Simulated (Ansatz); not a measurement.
Response to strain in ZrC

Take ZrC in the rock salt structure (space group Fm-3m, No. 225; a = 4.709 Å; relaxed with 0.1 eV smearing) as the base.

Strains are applied to the cell and any free atomic positions relax.

The values are results of DFT with PBE, PAW potentials and a 420 eV plane-wave cutoff in Ansatz (an electronic-structure program), no spin-orbit coupling, not measurements.

Candidates:
(a) isotropic strain +2.50 %
(b) isotropic strain −2.00 %
(c) isotropic strain −2.50 %
(d) isotropic strain +2.00 %
(e) isotropic strain +1.00 %

Notes on the quantities. energy relative to the base: free energy F.

### Question
Order them by energy relative to the base, lowest first.

### Answer
(e) isotropic strain +1.00 % (+7.9 meV/atom), (d) isotropic strain +2.00 % (+31 meV/atom), (b) isotropic strain −2.00 % (+35 meV/atom), (a) isotropic strain +2.50 % (+47 meV/atom), (c) isotropic strain −2.50 % (+55 meV/atom)

Stability against distortions was not tested. The final runs are not spin-polarised.
